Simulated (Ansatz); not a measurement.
The reference is PtTe$_{2}$ (space group P-3m1, No. 164; layered; relaxed with 0.1 eV smearing).

```
PtTe2
1.0
    4.00901     0.00000     0.00000
   -2.00450     3.47190     0.00000
    0.00000     0.00000     4.96000
Te Pt
2 1
Direct
  0.33333   0.66667   0.27042
  0.66667   0.33333   0.72958
  0.00000   0.00000   0.00000
```

The values are results of PBEsol-D3(BJ) in Ansatz (plane waves to 420 eV, PAW, without spin-orbit coupling), not measurements.

Before the change:

```
Property    Value
--------  -------
Pressure  0.0 GPa
```

The change: the cell is scaled by 1.0100 in all directions, atoms relaxed at fixed cell.

Question: Estimate the effect on the largest internal atomic displacement.

Answer: The largest internal atomic displacement is 0.022 Å.

Question: Estimate the effect on the pressure.

Answer: The pressure (mean of the normal stresses, compression positive) goes from zero to -2.5 GPa.

Question: What does the calculation give for the energy relative to the base after the change?

Answer: The energy goes up by 5.7 meV/atom.

The cells carry an imposed strain or load. No phonon test of stability was made. All final runs are without spin polarisation.

Ansatz is a first-principles code.
